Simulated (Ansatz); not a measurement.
We consider WO₃ (model structure, Pnma, No. 62, 16 atoms in the cell), described by PBEsol (PAW; Ansatz, a quantum-chemistry and plane-wave program).

Settings: plane-wave cutoff 520 eV, 4×10×10 k mesh (along the axes of the cell as run), Fermi–Dirac smearing 0.01 eV, no spin polarisation, scalar-relativistic PAW data made under PBE.

Cell (relaxed at this level):

```yaml
crystal:
  lattice:
    - [15.68976, 0.00000, 0.00000]
    - [0.00000, 3.72996, 0.00000]
    - [0.00000, 0.00000, 3.77227]
  atoms:
    - { symbol: W, position: [0.59474, 0.25000, 0.47485] }
    - { symbol: W, position: [0.40526, 0.75000, 0.52515] }
    - { symbol: W, position: [0.90526, 0.75000, 0.97485] }
    - { symbol: W, position: [0.09474, 0.25000, 0.02515] }
    - { symbol: O, position: [0.70226, 0.25000, 0.48548] }
    - { symbol: O, position: [0.29774, 0.75000, 0.51452] }
    - { symbol: O, position: [0.79774, 0.75000, 0.98548] }
    - { symbol: O, position: [0.20226, 0.25000, 0.01452] }
    - { symbol: O, position: [0.43830, 0.25000, 0.49784] }
    - { symbol: O, position: [0.56170, 0.75000, 0.50216] }
    - { symbol: O, position: [0.06170, 0.75000, 0.99784] }
    - { symbol: O, position: [0.93830, 0.25000, 0.00216] }
    - { symbol: O, position: [0.57703, 0.25000, 0.99078] }
    - { symbol: O, position: [0.42297, 0.75000, 0.00922] }
    - { symbol: O, position: [0.92297, 0.75000, 0.49078] }
    - { symbol: O, position: [0.07703, 0.25000, 0.50922] }
```

**Question.** What does this level give for the band gap and smallest direct gap on the k points sampled?

**Answer.** 
- band gap = 1.10 eV
- smallest direct gap on the k points sampled = 2.03 eV

Note: the relaxation could raise the start's symmetry but not lower it, so the cell can be a saddle point.

Spin–orbit coupling is not included.

Computed values are for the static lattice.

It cost roughly 2.1 core-minutes of CPU time.

A model structure was made by putting elements into a prototype or built by hand; it is no filed structure, need not be a known phase, and can be a saddle point held by its symmetry.
